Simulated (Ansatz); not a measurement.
YN: pressure series

Consider YN in the rock salt structure (space group Fm-3m, No. 225; a = 4.856 Å).

Cell and atoms are relaxed at each pressure.

Level of theory: PBEsol (Ansatz, an electronic-structure program), spin-orbit coupling left out.

| case | band gap | shortest interatomic distance |
|---|---|---|
| base | 0.08 eV | 242.8 pm |
| pressure −2 GPa | 0.10 eV | 243.8 pm |
| pressure −1 GPa | 0.09 eV | 243.3 pm |
| pressure 3 GPa | zero | 241.4 pm |
| pressure 5 GPa | zero | 240.6 pm |
| pressure 7.5 GPa | zero | 239.6 pm |
| pressure 10 GPa | zero | 238.6 pm |

The mesh was chosen for an insulator and is coarse for the gapless case. Load acts through the strain it causes; cell and atoms are relaxed under it. Whether these cells are dynamically stable was not tested. No other phases were tried under pressure. The base started in P3_121 and relaxed to Fm-3m at this level. The final runs are not spin-polarised. Gaps under 0.05 eV, about the width of the smearing, are given as zero. A zero or small gap of YN can be the functional's error rather than a property of the material.
